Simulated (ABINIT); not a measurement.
Worked example: self-consistent single point of SrPdO3 (Pm-3m, 5 atoms in the cell) in ABINIT.

Method of the run: LDA (PW92), PAW (JTH v2.0 LDA PAW) (plane waves; ABINIT 10.0.3).

```xyz
5
Lattice="4.1259 0.0000 0.0000 0.0000 4.1259 0.0000 0.0000 0.0000 4.1259" Properties=species:S:1:pos:R:3 pbc="T T T"
Sr     0.0000     0.0000     0.0000
Pd     2.0630     2.0630     2.0630
O      2.0630     2.0630     0.0000
O      0.0000     2.0630     2.0630
O      2.0630     0.0000     2.0630
```

Reference input (self-consistent single point, DFT, PBEsol, plane waves, PAW (JTH v2.0 PBE PAW, files made for PBE)): pseudos = [Sr.GGA_PBE-JTH.xml, Pd.GGA_PBE-JTH.xml, O.GGA_PBE-JTH.xml]; ecut = 24 Ha; pawecutdg = 48 Ha; pawxcdev = 0; ixc = -116133; occopt = 7; tsmear = 0.1 eV; ngkpt = 6 6 6; nshiftk = 1; shiftk = 0 0 0; potentials = JTH v2.0 PBE PAW; nband = 30. This run's input differs from it in these lines:

```diff
@@ -1,4 +1,4 @@
-# SrPdO3, JTH v2.0 PBE PAW
+# SrPdO3, JTH v2.0 LDA PAW
 pp_dirpath "./"
-pseudos "Sr.GGA_PBE-JTH.xml, Pd.GGA_PBE-JTH.xml, O.GGA_PBE-JTH.xml"
+pseudos "Sr.LDA_PW-JTH.xml, Pd.LDA_PW-JTH.xml, O.LDA_PW-JTH.xml"
 acell 3*1.0
@@ -22,3 +22,2 @@
 pawxcdev 0
-ixc -116133
 occopt 7
```

Its files differ too (potentials: JTH v2.0 PBE PAW → JTH v2.0 LDA PAW).

Output (repeated stretches shortened):

```
--- !BeginCycle
solver: {iscf: 17, nstep: 100, nline: 4, wfoptalg: 10, }
tolerances: {tolvrs: 1.00E-11, }
...

     iter   Etot(hartree)      deltaE(h)  residm     nres2
 ETOT  1  -196.00246318158    -1.960E+02 7.356E+01 1.355E+02
 ETOT  2  -209.45821193900    -1.346E+01 5.527E-02 3.622E+02
 ETOT  3  -208.92933994823     5.289E-01 2.147E-02 6.723E+01
 ETOT  4  -208.85092975112     7.841E-02 2.486E-02 6.640E+01
 ETOT  5  -208.82089736948     3.003E-02 2.357E-02 4.717E+01
   [... 20 lines left out ...]
 ETOT 26  -208.68867816646     1.336E-11 6.079E-05 6.049E-10
 ETOT 27  -208.68867816647    -3.325E-12 8.345E-05 7.656E-11
 ETOT 28  -208.68867816646     4.462E-12 7.602E-05 6.571E-11
 ETOT 29  -208.68867816647    -2.558E-12 1.001E-04 3.187E-12
 At SCF step   29       nres2   =  3.19E-12 < tolvrs=  1.00E-11 =>converged.

 Cartesian components of stress tensor (hartree/bohr^3)
  sigma(1 1)=  6.52208891E-04  sigma(3 2)=  0.00000000E+00
  sigma(2 2)=  6.52208891E-04  sigma(3 1)=  0.00000000E+00
  sigma(3 3)=  6.52208891E-04  sigma(2 1)=  0.00000000E+00

 ----iterations are completed or convergence reached----

 reduced coordinates (array xred) for    5 atoms
       0.000000000000      0.000000000000      0.000000000000
       0.500000000000      0.500000000000      0.500000000000
       0.500000000000      0.500000000000      0.000000000000
       0.000000000000      0.500000000000      0.500000000000
       0.500000000000      0.000000000000      0.500000000000
 cartesian forces (eV/Angstrom) at end:
    1     -0.00000000000000    -0.00000000000000    -0.00000000000000
   [... lines left out ...]
 Fermi (or HOMO) energy (hartree) =   0.17414   Average Vxc (hartree)=  -0.40643
 Fermi (or HOMO) energy (eV) =   4.73868   Average Vxc (eV)= -11.05942
   [... lines left out ...]
'-kT*entropy'       : -1.34908981149329E-03
total_energy        : -2.08688678773179E+02
total_energy_eV     : -5.67870774533321E+03
...

-Cartesian components of stress tensor (GPa)         [Pressure= -1.9189E+01 GPa]
- sigma(1 1)=  1.91886448E+01  sigma(3 2)=  0.00000000E+00
- sigma(2 2)=  1.91886448E+01  sigma(3 1)=  0.00000000E+00
- sigma(3 3)=  1.91886448E+01  sigma(2 1)=  0.00000000E+00

 Calculation completed.
```

The run converged in 29 iterations. Against the reference run the pressure goes from -14.48 to -19.19 GPa.

The starting cell comes from a database of computed structures (which also holds hypothetical and non-ambient phases and stackings), without a prior relaxation at this level. Its lattice was rescaled by a random factor within 2.5 % of one. Spin polarisation is off. With a pressure of about -19 GPa the cell is away from its equilibrium volume at this level.

Cost on one core of a shared machine: roughly 3 min.
